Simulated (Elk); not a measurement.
**Sensitivity of a calculation on TiPt3 (Pm-3m, 4 atoms in the cell) to its settings**

```xyz
4
Lattice="3.9245 0.0000 0.0000 0.0000 3.9245 0.0000 0.0000 0.0000 3.9245" Properties=species:S:1:pos:R:3 pbc="T T T"
Ti     0.0000     0.0000     0.0000
Pt     1.9623     1.9623     0.0000
Pt     0.0000     1.9623     1.9623
Pt     1.9623     0.0000     1.9623
```

Base run A: PBE, all-electron FP-LAPW, Elk's shipped species files, LAPW+lo basis run with Elk 10.2.4, self-consistent single point.

Its settings: xctype = 20; rgkmax = 8; stype = 1; swidth = 0.00999582 Ha; ngridk = 7 7 7; gmaxvr = 14 1/bohr; nxoapwlo = 1; rmtscf = 0.88.

The starting cell comes from a database of computed structures (which also holds hypothetical and non-ambient phases and stackings), without a prior relaxation at this level. Its lattice was rescaled by a random factor within 2.5 % of one. Spin polarisation is off. Values depend on the basis (sphere radii, cutoffs, local orbitals), which need not be converged.

ΔE is the total energy (no entropy term) per atom less that of run A. A dash stands where there is no value to compare (another energy zero or no entropy term, no result, no spin, no clean gap, or a mesh too coarse for one). 

```csv
run,change,ΔE (meV/atom),k-points,basis size
A,base,0.00,20,386
B,swidth: 0.00999582 Ha → 0.0110248 Ha,-0.93,20,386
C,ngridk: 7 7 7 → 3 3 3,41.6,4,377
D,"parallel starting moments (1.5 0 0 0 μB); spinpol: default → true; reducebf: default → 0.8; bfcmt: default → [[0.0, 0.0, -0.375], [0.0, 0.0, 0.0], [0.0, 0.0, 0.0], [0.0, 0.0, 0.0]]",-0.13,20,386
E,stype: 1 → 3; swidth: 0.00999582 Ha → 0.0110248 Ha,–,20,386
F,gmaxvr: 14 1/bohr → 7.5 1/bohr,-1.10,20,386
G,rgkmax: 8 → 6.5,1004.5,20,253
H,lradstp: default → 1,27.4,20,386
I,isgkmax: default → 1,-92.1,20,492
J,broydpm: default → 0.8 0.15,-0.01,20,386
```

Run H against A: The total energy goes up by 27.4 meV/atom.

Run G against A: The total energy goes up by 1.00 eV/atom.
